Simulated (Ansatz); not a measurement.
# Computed paths: interstitial Cu in silicon, charge state +1

Defect migration in silicon: interstitial Cu, charge state +1. Calculation: PBE, PAW (plane waves to 420 eV; Ansatz, an electronic-structure program).

64-site cell at the relaxed PBE lattice, a 2×2×2 k-point mesh shifted by half a step, smearing 0.01 eV, spin-restricted, no finite-size correction. Energies are static. The charge state is imposed; whether it is stable for some Fermi level was not computed. Sites that were not tried may lie lower.

Barriers: single points on a 3×3×3 k-point mesh shifted by half a step at the bands' geometries.

```csv
Route,Start site over the lowest site run (eV),Hop (Å),Forward barrier (eV),Backward barrier (eV),Neighbours at the start,Neighbours at the saddle,Saddle order,"Forward, on the band's own sampling (eV)"
one Cu atom jumps by itself,0.00,2.37,0.11,0.11,"3 Si at 2.44, Si at 2.44, 3 Si at 2.75, 3 Si at 2.76 Å",6 Si at 2.37 Å,"inconclusive, on a symmetry element",0.10
```

Paths come from nudged elastic bands with a climbing image.  A band can be held on a symmetry element, so unchecked saddle points there may be too high.

The whole set of runs took very roughly 4 core-hours.
